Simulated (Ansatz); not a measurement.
## FeNi (within 0.1 Å of P4/mmm, No. 123, 2 atoms in the cell; start mp-1224965)

Level of theory: r²SCAN in Ansatz (PAW).

Run with plane-wave cutoff 560 eV, 24×24×14 k mesh (along the axes of the cell as run), Fermi–Dirac smearing 0.05 eV, spin-polarised start, scalar-relativistic PAW data made under PBE.

Cell (relaxed at this level):

```cif
data_FeNi
_chemical_formula_sum 'Fe1 Ni1'
_space_group_name_H-M_alt 'P4/mmm'
_space_group_IT_number 123
_space_group_name_Hall '-P 4 2'
_cell_length_a 2.51343
_cell_length_b 2.51343
_cell_length_c 3.53245
_cell_angle_alpha 90.000
_cell_angle_beta 90.000
_cell_angle_gamma 90.000
loop_
_atom_site_label
_atom_site_type_symbol
_atom_site_symmetry_multiplicity
_atom_site_Wyckoff_symbol
_atom_site_fract_x
_atom_site_fract_y
_atom_site_fract_z
_atom_site_occupancy
Fe1 Fe 1 a 0.00000 0.00000 0.00000 1
Ni1 Ni 1 d 0.50000 0.50000 0.50000 1
```

| Quantity | Result |
|---|---|
| band gap | none |
| bulk modulus | 196 GPa |

Note: the magnetic order was assumed, not searched for or taken from measurement; the bulk modulus is −V dP/dV from two relaxed cells at ±2 % in volume.

Computed values are for the static lattice.

A start named mp-… is a Materials Project structure, which need not be a measured phase.

Ansatz is a quantum-chemistry and plane-wave program.
